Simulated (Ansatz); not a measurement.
Start from Ir in the fcc (Cu type) structure (space group Fm-3m, No. 225; a = 3.8708 Å).

Method: PBE/PAW in Ansatz (a first-principles code), scalar-relativistic without spin-orbit coupling.

Before the change:

* **Volume per atom**: 14.50 Å³

Perturbation: a hydrostatic pressure of 4.5 GPa.

Q: What does the calculation give for the volume per atom after the change?

A: The volume per atom shrinks by 0.18 Å³, from 14.50 Å³ to 14.32 Å³.

Load acts through the strain it causes; cell and atoms are relaxed under it. No phonon test of stability was made. All final runs are without spin polarisation.
